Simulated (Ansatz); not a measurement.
The parent structure is BeTe in the zinc blende structure (space group F-43m, No. 216; a = 5.657 Å). Axes: x, y, z lie along the cube axes.

All numbers come from r2SCAN (Ansatz, a first-principles code, PAW, without spin-orbit coupling).

It is then changed as follows: an isotropic linear strain of +2.00 %, atoms relaxed at fixed cell.

### Question
Predict the stress tensor and what it implies for the stiffness.

### Answer
Stress of the strained cell less that of the base (GPa, compression positive):
```
  -3.13    0.00    0.00
   0.00   -3.13    0.00
   0.00    0.00   -3.13
```

Then B = −ΔP/(ΔV/V₀) with ΔV/V₀ = 0.0612 gives secant stiffness values (nonlinear terms included at this strain): B ≈ 51 GPa.

As a check, the harmonic strain energy −½ V₀ Δσ:ε is 13 meV/atom; the computed energy rise is 14 meV/atom.

Stability against distortions was not tested.
